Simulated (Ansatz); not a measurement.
Functionals compared on a constructed model of the (100) surface of bcc Fe, ferromagnetic (in the relaxation 1 Fe–Mn bonds formed), a pseudomorphic layer of Mn in the host's stacking (bottom of the slab: a bare face, its two planes held), in Ansatz (plane waves, PAW). The structure was relaxed with PBE; the other rows are single points on it. Cutoff 420 eV.

Model: 7-atom slab, 9.1 Å thick at the start (thin: gaps and levels are the slab's own), 13x13x1 mesh, Fermi-Dirac 0.1 eV, dipole correction, 2 atoms held, the rest relaxed; held to the start's symmetry, so lower structures may exist; spin-polarised, ending with about 17.3 μB a cell; orders that need a larger cell were not tried, no spin-orbit, no U. It is one candidate, not shown to be the stable structure of the face. These notes are the PBE run's.

```csv
functional,work function of the top face (eV),magnetic moment of the cell (μB),rough cost of the single point
PBE,3.79,17.28,–
RPBE,?,17.51,roughly 2.0 core-minutes
```

**Question.** Complete the blanks.

**Answer.** 
- RPBE, work function of the top face (eV): 3.66

Ansatz is a first-principles code.
